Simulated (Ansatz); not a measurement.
Consider a periodic stack without vacuum, rock-salt TiN (1 1 0) on monoclinic HfO2 (0 1 0) (film strained to the substrate, started from cuts of the bulks and a machine-learned relaxation; slabs Hf24O44 and N24Ti24, which can lie off the formulas): substrate slab Hf24O44, film N24Ti24, surface cells [[0, -1], [2, -1]] and [[1, 1], [0, 4]], film strained by +2.8 and +3.8 %, outermost planes O/O and NTi/NTi as cut, which need not be the usual terminations and can put a slab off its formula. Its start:

```xyz
116
Lattice="5.3525 0.0000 0.0342 7.0850 10.1766 -0.0377 2.1726 1.0543 24.9551" Properties=species:S:1:pos:R:3 pbc="T T T"
Hf     4.4736     3.6008     1.9913
Hf    10.5835     8.9782     1.5279
Hf     1.2781     1.4086     0.8178
Hf     8.5170     6.2782     1.2871
Hf     4.5559     1.3098     4.3598
Hf     5.5090     6.5234     4.2657
Hf     7.1624     3.6202     3.9742
Hf     8.0098     8.7266     3.7302
O      5.3575     4.6480     3.4432
O     11.5607     9.8157     3.1350
O      0.9968     0.3290     4.8800
O      7.2608     5.4431     4.9264
O      3.1281     0.6116     0.5919
O      4.9910     5.2515     0.9617
O      8.0256     4.6557     2.3473
O      8.7266     9.7183     2.0920
O      5.9346     2.2688     2.6838
O      6.9388     7.3075     2.6215
O      3.2629     2.2901     3.0644
O      9.6412     7.4263     2.7261
Hf     4.4500     3.7224     6.8984
Hf    10.6915     8.7539     6.8815
Hf     1.8534     1.3712     6.4657
Hf     8.1457     6.5126     6.4389
Hf     4.5474     1.4517     9.5134
Hf     5.3764     6.5110     9.4471
Hf     7.1298     3.7130     9.0606
Hf     7.9614     8.8322     9.0154
O      5.3699     4.7325     8.4351
O     11.5863     9.8762     8.3880
O      8.0379    10.6199    10.1012
O      7.1288     5.4819    10.1206
O      3.6152     0.3390     5.8237
O      4.5751     5.4846     5.8475
O      8.0676     4.7680     7.5829
O      8.9261     9.8214     7.5049
O      5.7702     2.7492     5.4303
O      6.6806     7.9134     5.3426
O      5.9087     2.3109     7.9631
O      6.7747     7.3979     7.8759
O      3.2256     2.3048     8.0722
O      9.4548     7.3982     8.0058
O      3.0696     2.8272     5.4813
O      9.3575     7.8799     5.2503
Hf     4.3470     3.7391    12.1722
Hf    10.5628     8.8604    11.9524
Hf     1.8062     1.5382    11.6986
Hf     8.0194     6.4980    11.6053
Hf     4.6926     1.4063    14.7370
Hf     5.2913     6.6905    14.5334
Hf     7.0100     4.0709    14.5160
Hf     7.8778     8.8238    14.0421
O      5.1732     4.8201    13.7307
O     11.4333     9.8696    13.6426
O     13.5403    10.5111    15.0899
O      7.0748     6.0599    14.9674
O     10.7011    10.6585    11.0303
O      4.4689     5.4978    11.0418
O      7.9337     4.7958    12.7322
O      8.7800     9.8932    12.5719
O      5.7314     2.8563    10.7023
O      6.5620     7.9767    10.4778
O      5.8897     2.4430    13.2726
O      6.5789     7.5009    12.8918
O      3.2127     2.4096    13.4206
O      9.2959     7.4897    13.1630
O      3.0580     2.8784    10.5982
O      9.2535     7.9266    10.5086
N      8.5929     6.5998    17.0521
N     10.2394     9.1491    16.9558
N      4.7316     1.5926    16.7787
N      6.7099     3.9163    16.6639
N      9.3221     4.0845    18.3695
N     11.1479     6.6115    18.3752
N     12.8818     9.1768    18.3498
N      7.5241     1.5403    18.3704
N      6.6211     4.1067    19.7587
N      8.3877     6.6452    19.8241
N     10.1816     9.2138    19.8087
N      4.8627     1.5810    19.7739
N      7.5284     1.5993    21.3259
N      9.2842     4.1497    21.3205
N     11.0172     6.6683    21.3325
N     12.8247     9.2271    21.3319
N      4.8958     1.6015    22.7025
N      6.5941     4.1838    22.7451
N      8.2638     6.7023    22.7386
N     10.1086     9.2577    22.7010
N     12.7759     9.2631    24.4660
N      7.7249     1.5850    24.2800
N      9.2653     3.9855    24.3414
N     10.7222     6.8474    24.2277
Ti     7.5564     5.3636    18.3129
Ti     9.3635     7.9195    18.3098
Ti    11.0719    10.4266    18.2708
Ti     5.7433     2.8116    18.2967
Ti    10.2112     5.3447    17.1171
Ti    12.0774     7.8354    17.0875
Ti    13.8250    10.3729    17.0536
Ti     8.4009     2.8061    17.1245
Ti     5.7418     2.8786    21.2155
Ti     7.4635     5.4037    21.2343
Ti     9.2406     7.9472    21.2219
Ti    11.0532    10.5029    21.1897
Ti     8.4190     2.8487    19.8735
Ti    10.1785     5.3877    19.8837
Ti    11.9654     7.9292    19.8721
Ti    13.7288    10.4796    19.8554
Ti    11.1011    10.4836    23.9390
Ti     5.8247     2.8525    23.9984
Ti     7.3933     5.4977    24.0564
Ti     9.0699     8.0522    23.9440
Ti    13.7511    10.5501    22.7409
Ti     8.4508     2.9021    22.7578
Ti    10.0927     5.4185    22.8248
Ti    11.8345     7.9615    22.7575
```

The start was prepared with a machine-learned potential, and the result is one local minimum, with the in-plane cell held and forces under 0.04 eV/Å; the film can end far from its bulk form.

Method: PBE (plane waves to 420 eV, PAW; Ansatz, an electronic-structure program). No spin–orbit coupling; the runs are not spin-polarised; PBE gaps are too small against experiment. Its k-point mesh 6×3×1, Fermi–Dirac width 0.05 eV.

Problem. Predict the relaxed interface.

Solution. interface area: 54.5 Å²
period: 24.77 Å
heights between the nearest atoms of the two slabs at the two interfaces: 1.04 and 1.03 Å
Hf–Ti contacts across the interfaces within 1.22 times the sum of covalent radii: 32, mean 3.41 Å
Hf–N contacts across the interfaces within 1.22 times the sum of covalent radii: 8, mean 2.17 Å
O–Ti contacts across the interfaces within 1.22 times the sum of covalent radii: 6, mean 2.04 Å
